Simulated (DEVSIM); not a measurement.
Device: Schottky contact on n-type CdTe, at 300 K.

```tsv
layer (left to right)	material	thickness (μm)	Nd (cm⁻³)	τn (s)	τp (s)
1	CdTe	11.0	7.6e16	3.5e-8	3.5e-8
```

Left contact: Schottky, work function 5.01 eV, emission velocity 4.4e6 cm/s. Right contact: ohmic. Voltage is applied to the left contact. Recombination: SRH at mid-gap. Mobility is constant in doping.

Constants are typed, rounded textbook-type inputs, not results; the design itself was drawn at random and stands for no fabricated device. Values at 300 K.

```
parameter        CdTe
-------------  ------
gap (eV)          1.5
affinity (eV)    4.28
permittivity     10.2
Nc (cm⁻³)        8e17
Nv (cm⁻³)      1.8e19
μn (cm²/Vs)      1000
μp (cm²/Vs)        80
```

Model (solved in DEVSIM): 1D drift-diffusion, Boltzmann statistics, complete ionisation; no tunnelling, impact ionisation, image-force lowering or self-heating. Metal contacts follow the ideal Schottky-Mott rule: no Fermi-level pinning, no interface dipoles.

Problem. Give the dark forward current.

Solution. 
```csv
V (V),J (A/cm²)
0.05,1.8e-6
0.10,1.4e-5
0.15,9.8e-5
0.20,0.00068
0.25,0.0047
0.30,0.032
0.35,0.22
0.40,1.5
0.45,10
0.50,58
0.55,220
0.60,530
0.65,920
0.70,1400
0.75,1800
0.80,2300
```
